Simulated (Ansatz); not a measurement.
Response to strain in BAs

The parent structure is BAs in the zinc blende structure (space group F-43m, No. 216; a = 4.784 Å).

Strains are applied to the cell and any free atomic positions relax.

Level of theory: r2SCAN/PAW in Ansatz (an electronic-structure program), spin-orbit coupling left out.

Notes on the quantities. hole mass: degenerate bands, along [100].

```tsv
case	electron mass	band gap	hole mass
base	1.1 mₑ along k, 0.21 mₑ across (off the special points)	1.38 eV	0.21, 0.22, 0.22 mₑ (at Γ)
isotropic strain −3.00 %	1.1 mₑ along k, 0.20 mₑ across (off the special points)	1.28 eV	0.20, 0.20, 0.25 mₑ (at Γ)
isotropic strain −2.50 %	1.1 mₑ along k, 0.20 mₑ across (off the special points)	1.30 eV	___
isotropic strain −2.00 %	1.1 mₑ along k, 0.20 mₑ across (off the special points)	___	0.21, 0.21, 0.23 mₑ (at Γ)
isotropic strain −1.50 %	1.1 mₑ along k, 0.21 mₑ across (off the special points)	___	0.21, 0.21, 0.23 mₑ (at Γ)
isotropic strain −1.00 %	1.0 mₑ along k, 0.21 mₑ across (off the special points)	1.35 eV	0.22 mₑ (at Γ)
isotropic strain −0.50 %	1.0 mₑ along k, 0.21 mₑ across (off the special points)	1.36 eV	0.22 mₑ (at Γ)
```

Some entries are withheld; estimate them.


- isotropic strain −2.50 %, hole mass: 0.21, 0.21, 0.24 mₑ (at Γ)
- isotropic strain −2.00 %, band gap: 1.31 eV
- isotropic strain −1.50 %, band gap: 1.33 eV

Effective masses come from finite differences of ±0.01 Å⁻¹. Along k means along the line from Γ to the band edge. Gaps are Kohn–Sham eigenvalue differences; semilocal functionals usually give less than the measured gap. Whether these cells are dynamically stable was not tested.
